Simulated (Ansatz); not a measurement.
The starting structures come from a database of crystals and need not be the phases stable at ambient conditions.

 Where the default PAW files enter, the runs use the earlier of Ansatz's two default sets.

Inside the gap of an insulator the Bloch states are evanescent, with a wavenumber k + iκ along the transport direction.

Given:

```yaml
crystal:
  lattice:
    - [4.95458, 0.00000, 0.00000]
    - [0.00000, 4.95458, 0.00000]
    - [2.47729, -2.47729, 3.76534]
  atoms:
    - { symbol: Si, position: [0.00000, 0.00000, 0.00000] }
    - { symbol: Si, position: [0.25000, 0.25000, 0.50000] }
    - { symbol: O, position: [0.62500, 0.22179, 0.25000] }
    - { symbol: O, position: [0.22179, 0.12500, 0.75000] }
    - { symbol: O, position: [0.12500, 0.02821, 0.25000] }
    - { symbol: O, position: [0.02821, 0.62500, 0.75000] }
```

Space group of this cell: I-42d. The cell is strained (lengths along the current scaled by 1.03, ions clamped); by r2SCAN its mean pressure is -4.7 GPa.

Transport runs along the normal of the first two printed cell vectors, the (001) (indices of the unstrained crystal) plane of the conventional cell.

The gap is the functional's own. No spin-orbit coupling. Mid-gap values are interpolated on the energy grid.

Task: Estimate the band gap and the smallest decay constant κ at mid-gap that Ansatz (a first-principles code) with r2SCAN returns for this system.

Result: Gap 6.36 eV on a 8×8×8 mesh; κ = 0.537 1/Å, at the zone centre.
